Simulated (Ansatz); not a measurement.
Consider ZrS2 in the CdI2 type structure (space group P-3m1, No. 164; layered, stacked along the Cartesian z axis).

```
CELL_PARAMETERS angstrom
      3.67469     0.00000     0.00000
     -1.83735     3.18238     0.00000
      0.00000     0.00000     5.86077
ATOMIC_POSITIONS crystal
  Zr 0.00000 0.00000 0.00000
  S  0.33333 0.66667 0.24616
  S  0.66667 0.33333 0.75384
```

Levels (all Ansatz, a first-principles code, PAW, earlier PAW set): r2SCAN+rVV10 (500 eV, no spin-orbit coupling); HSE06 (420 eV, no spin-orbit coupling); HSE06+SOC (420 eV, with spin-orbit coupling).

One geometry, relaxed with r2SCAN+rVV10, under each level:

```tsv
level	band gap	lowest conduction level above the VBM at special points
r2SCAN+rVV10	1.16 eV	L 1.16 eV; M 1.34 eV; A 1.75 eV; Γ 1.79 eV
HSE06	…	…
HSE06+SOC	…	…
```

### Question
Give the withheld HSE06 and HSE06+SOC results.

### Answer

- HSE06, band gap: 1.67 eV
- HSE06, lowest conduction level above the VBM at special points: L 1.67 eV; M 1.83 eV; A 2.33 eV; Γ 2.37 eV
- HSE06+SOC, band gap: 1.66 eV
- HSE06+SOC, lowest conduction level above the VBM at special points: L 1.66 eV; M 1.83 eV; A 2.32 eV; Γ 2.36 eV

Single points use the geometry relaxed with r2SCAN+rVV10. HSE06 gaps are upper bounds (no full band path). Differences between runs with and without spin-orbit coupling are approximate. No phonon test of stability was made.
